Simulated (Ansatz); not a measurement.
WSi2: Si → Os

The parent structure is WSi2 (space group I4/mmm, No. 139; a = 3.2115 Å, c = 7.8041 Å).

The change: Os takes the place of Si on all its sites; the structure is relaxed again.

The values are results of r2SCAN, PAW, 500 eV (Ansatz, an electronic-structure program; without spin-orbit coupling), not measurements. Settings: 20×20×20 k-points, 0.05 eV Fermi–Dirac smearing.

```tsv
quantity	base	changed	shift
volume per atom	13.42 Å³	15.05 Å³	+1.636 Å³
density	9.90 g/cm³	20.75 g/cm³	+10.85 g/cm³
lattice parameter a	6.069 bohr	6.043 bohr	-0.0254 bohr
c/a ratio	2.430	2.761	+0.331
space group	I4/mmm (No. 139)	I4/mmm (No. 139)	–
shortest interatomic distance	4.871 bohr	5.017 bohr	+0.146 bohr
band gap	zero	zero	–
```

Cost of the whole job for the changed cell (relaxation, final SCF and bands): about 21 core-minutes (a rough figure).

Whether these cells are dynamically stable was not tested. As relaxed here, Os2W is a hypothetical phase, not in the database extracts checked. The final runs are not spin-polarised.
